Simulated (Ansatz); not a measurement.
Take HfS2 in the CdI2 type structure (space group P-3m1, No. 164; layered, stacked along the Cartesian z axis) as the base.

```
HfS2
1.0
    3.60570     0.00000     0.00000
   -1.80285     3.12263     0.00000
    0.00000     0.00000     5.76763
Hf S
1 2
Cartesian
  0.00000   0.00000   0.00000
  0.00000   2.08175   1.45644
  1.80285   1.04088   4.31120
```

Cartesian axes are those of the cell as printed.

All numbers come from PBE-D3(BJ) in Ansatz (plane waves to 420 eV, PAW, no SOC).

Before the change:

* **Band gap**: 0.85 eV

Now apply this change: biaxial strain −3.78 %, plane normal [001], relaxed out of plane (Cartesian); in-plane vectors clamped, the third vector and the atoms free.

**Question.** How does this affect the band gap and in-plane stress?

**Answer.** The band gap decreases by 0.44 eV to 0.41 eV; the mean in-plane stress (compression positive) amounts to +7.3 GPa.

Spin-orbit coupling, missing from the scalar runs, can matter with Hf. Whether these cells are dynamically stable was not tested.

Ansatz is a program for electronic structure.
